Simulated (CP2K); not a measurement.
## Input and output of a self-consistent single point for Si2SnO6 (C2/c, 18 atoms in the cell) (CP2K)

Computed with LDA (Pade form), GPW, DZVP-MOLOPT-SR-GTH basis, GTH-PADE potentials (GTH_POTENTIALS) in CP2K.

Input:

```
&GLOBAL
  PROJECT calc
  RUN_TYPE ENERGY_FORCE
  PRINT_LEVEL MEDIUM
&END GLOBAL
&FORCE_EVAL
  METHOD Quickstep
  STRESS_TENSOR ANALYTICAL
  &DFT
    BASIS_SET_FILE_NAME BASIS_MOLOPT
    POTENTIAL_FILE_NAME GTH_POTENTIALS
    &QS
      METHOD GPW
      EPS_DEFAULT 1E-10
    &END QS
    &MGRID
      CUTOFF 450
      REL_CUTOFF 60
      NGRIDS 4
    &END MGRID
    &SCF
      SCF_GUESS ATOMIC
      EPS_SCF 1E-6
      MAX_SCF 100
      ADDED_MOS 16
      &DIAGONALIZATION
        ALGORITHM STANDARD
      &END DIAGONALIZATION
      &MIXING
        METHOD BROYDEN_MIXING
        ALPHA 0.4
        NBUFFER 12
        BETA 1
      &END MIXING
      &SMEAR ON
        METHOD GAUSSIAN
        SIGMA [eV] 0.05
      &END SMEAR
    &END SCF
    &KPOINTS
      SCHEME MONKHORST-PACK 5 5 6
      GAMMA_CENTERED T
    &END KPOINTS
    &XC
      &XC_FUNCTIONAL PADE
      &END XC_FUNCTIONAL
    &END XC
    &PRINT
      &MO
        EIGENVALUES T
        OCCUPATION_NUMBERS T
        NDIGITS 8
        FILENAME mo
        &EACH
          QS_SCF 0
        &END EACH
        ADD_LAST NUMERIC
      &END MO
      &MULLIKEN ON
      &END MULLIKEN
    &END PRINT
  &END DFT
  &SUBSYS
    &CELL
      ABC 6.59332700 6.59332703 5.35620040
      ALPHA_BETA_GAMMA 104.21446490 104.21446062 85.27606850
      PERIODIC XYZ
    &END CELL
    &COORD
      Si       1.30578730     2.21764056     1.31491315
      Si       4.51530570     3.14226444     3.73409485
      Si       4.16106068     4.84669927     1.20959085
      Si       1.66003232     0.51320573     3.83941715
      Sn       0.87022332     5.55568781     1.26225200
      Sn       4.95086968    -0.19578281     3.78675600
      O        2.45370298     2.34915366     0.18171380
      O        3.36739002     3.01075134     4.86729420
      O        3.93545806     3.71351360     2.34279020
      O        1.88563494     1.64639140     2.70621780
      O        0.57851417     3.62316180     1.52777933
      O        5.24257883     1.73674320     3.52122867
      O        2.82020830     5.68725332     0.99672467
      O        3.00088470    -0.32734832     4.05228333
      O        0.41867771    -0.44718566     3.26130574
      O        5.40241529     5.80709066     1.78770226
      O        5.57466624     4.30030940     4.31220626
      O        0.24642676     1.05959560     0.73680174
    &END COORD
    &KIND Si
      BASIS_SET DZVP-MOLOPT-SR-GTH
      POTENTIAL GTH-PADE-q4
    &END KIND
    &KIND Sn
      BASIS_SET DZVP-MOLOPT-SR-GTH
      POTENTIAL GTH-PADE-q4
    &END KIND
    &KIND O
      BASIS_SET DZVP-MOLOPT-SR-GTH
      POTENTIAL GTH-PADE-q6
    &END KIND
  &END SUBSYS
  &PRINT
    &FORCES ON
    &END FORCES
    &STRESS_TENSOR ON
    &END STRESS_TENSOR
  &END PRINT
&END FORCE_EVAL
```

Log, with long lists cut:

```
 GLOBAL| Method name                                                        CP2K
 GLOBAL| Project name                                                       calc
 GLOBAL| Run type                                                   ENERGY_FORCE

 CELL| Volume [angstrom^3]:                                           218.744687
 CELL| Vector a [angstrom]:       6.593     0.000     0.000   |a| =     6.593327
 CELL| Vector b [angstrom]:       0.543     6.571     0.000   |b| =     6.593327
 CELL| Vector c [angstrom]:      -1.315    -1.211     5.049   |c| =     5.356200
 CELL| Angle (b,c), alpha [degree]:                                   104.214465
 CELL| Angle (a,c), beta  [degree]:                                   104.214461
 CELL| Angle (a,b), gamma [degree]:                                    85.276068
 CELL| Numerically orthorhombic:                                              NO
 CELL| Periodicity                                                           XYZ

 DFT| Spin restricted Kohn-Sham (RKS) calculation                            RKS
 DFT| Multiplicity                                                             1
 DFT| Number of spin states                                                    1
 DFT| Charge                                                                   0
 DFT| XC density smoothing                                                  NONE
 DFT| XC derivatives                                                          PW

 QS| Method:                                                                 GPW
 QS| Density plane wave grid type                        NON-SPHERICAL FULLSPACE
 QS| Number of grid levels:                                                    4
 QS| Density cutoff [a.u.]:                                                225.0
 QS| Multi grid cutoff [a.u.]: 1) grid level                               225.0
   [... lines left out ...]
 BRILLOUIN| Wavefunction type                                            COMPLEX
 BRILLOUIN| List of Kpoints [2 Pi/Bohr]                                       76
 BRILLOUIN| Number           Weight            X              Y              Z
 BRILLOUIN|     1           0.01333       -0.40000       -0.40000       -0.33333
 BRILLOUIN|     2           0.01333       -0.40000       -0.40000       -0.16667
 BRILLOUIN|     3           0.01333       -0.40000       -0.40000        0.00000
   [... 73 lines left out ...]
 *******************************************************************************

 Extrapolation method: initial_guess

 Re-scaling the density matrix to get the right number of electrons
                  # Electrons              Trace(P)               Scaling factor
                           96                96.000                        1.000

 Number of electrons:                                                         96
 Number of occupied orbitals:                                                 48
 Number of molecular orbitals:                                                64

 Number of orbital functions:                                                234
 Number of independent orbital functions:                                    234
 SCF WAVEFUNCTION OPTIMIZATION

  Step     Update method      Time    Convergence         Total energy    Change
     1 NoMix/Diag. 0.40E+00      -     1.62600694      -216.4551356244 -2.16E+02
     2 Broy./Diag. 0.40E+00      -     0.21695199      -201.6921634177  1.48E+01
     3 Broy./Diag. 0.40E+00      -     0.08520764      -214.9474412615 -1.33E+01
     4 Broy./Diag. 0.40E+00      -     0.06295308      -216.0941027821 -1.15E+00
     5 Broy./Diag. 0.40E+00      -     0.01462523      -215.9231680413  1.71E-01
     6 Broy./Diag. 0.40E+00      -     0.00776200      -216.0189230409 -9.58E-02
     7 Broy./Diag. 0.40E+00      -     0.00362704      -215.9654451473  5.35E-02
     8 Broy./Diag. 0.40E+00      -     0.00059205      -215.9725478889 -7.10E-03
     9 Broy./Diag. 0.40E+00      -     0.00016424      -215.9707243176  1.82E-03
    10 Broy./Diag. 0.40E+00      -     0.00009362      -215.9675036007  3.22E-03
    11 Broy./Diag. 0.40E+00      -     0.00002765      -215.9679647875 -4.61E-04
    12 Broy./Diag. 0.40E+00      -     0.00001463      -215.9680948593 -1.30E-04
    13 Broy./Diag. 0.40E+00      -     0.00000479      -215.9682036556 -1.09E-04
    14 Broy./Diag. 0.40E+00      -     0.00000200      -215.9682307629 -2.71E-05
    15 Broy./Diag. 0.40E+00      -     0.00000086      -215.9682530717 -2.23E-05
  *** SCF run converged in    15 steps ***

  Electronic density on regular grids:        -95.9999999889        0.0000000111
  Core density on regular grids:               95.9999999918       -0.0000000082
  Total charge density on r-space grids:        0.0000000029
  Total charge density g-space grids:           0.0000000029

  Overlap energy of the core charge distribution:               0.00000054244185
  Self energy of the core charge distribution:               -548.09599750979089
  Core Hamiltonian energy:                                    154.96826520387114
  Hartree energy:                                             226.42765498900383
  Exchange-correlation energy:                                -49.26817629721860
  Smearing free energy correction:                              0.00000000000000
  Fermi energy:                                                 0.14395155588756

  Total energy:                                              -215.96825307169263
  Total energy (extrapolated to sigma->0):                   -215.96825307169263

                     Mulliken Population Analysis

 #  Atom  Element  Kind  Atomic population                           Net charge
       1     Si       1          3.295691                              0.704309
       2     Si       1          3.295691                              0.704309
       3     Si       1          3.295691                              0.704309
       4     Si       1          3.295691                              0.704309
       5     Sn       2          2.476202                              1.523798
       6     Sn       2          2.476202                              1.523798
       7     O        3          6.340998                             -0.340998
       8     O        3          6.340998                             -0.340998
       9     O        3          6.340998                             -0.340998
      10     O        3          6.340998                             -0.340998
      11     O        3          6.522323                             -0.522323
      12     O        3          6.522323                             -0.522323
   [... lines left out ...]
 FORCES|      9 -3.20509422E-04 -4.48572903E-04  3.48311896E-04   6.52123544E-04
 FORCES|     10  3.20512049E-04  4.48581147E-04 -3.48309024E-04   6.52128972E-04
 FORCES|     11  2.68327022E-04  4.13870264E-03 -4.84005948E-04   4.17553838E-03
 FORCES|     12 -2.68328242E-04 -4.13869569E-03  4.83998483E-04   4.17553069E-03
 FORCES|     13 -4.14670950E-03  7.34292948E-05  4.84020871E-04   4.17550809E-03
 FORCES|     14  4.14670844E-03 -7.34270912E-05 -4.84015978E-04   4.17550642E-03
 FORCES|     15 -4.08991676E-03 -1.33589984E-03 -3.02632277E-03   5.26029248E-03
 FORCES|     16  4.08993110E-03  1.33589855E-03  3.02632356E-03   5.26030376E-03
 FORCES|     17  1.66815322E-03  3.96595734E-03  3.02636431E-03   5.26026936E-03
 FORCES|     18 -1.66814775E-03 -3.96596888E-03 -3.02636985E-03   5.26027952E-03
 FORCES| Sum     1.25591338E-10  9.28865491E-11  2.57192138E-10
 FORCES| Total atomic force                                       3.00913428E-10

 STRESS| Analytical stress tensor [bar]
 STRESS|                        x                   y                   z
 STRESS|      x       -3.95145758810E+04   2.40909330509E+03  -1.66001401968E+03
 STRESS|      y        2.40909330509E+03  -3.99128616482E+04  -1.52831874415E+03
 STRESS|      z       -1.66001401968E+03  -1.52831874415E+03  -3.52891757129E+04
 STRESS| 1/3 Trace                                            -3.82388710807E+04
```

The run converged in 15 iterations.

The starting cell comes from a database of computed structures (which also holds hypothetical and non-ambient phases and stackings), without a prior relaxation at this level. Values carry the incompleteness of an atom-centred basis. With a pressure of about -4 GPa the cell is away from its equilibrium volume at this level.

Cost on one core of a shared machine: roughly 2 min.
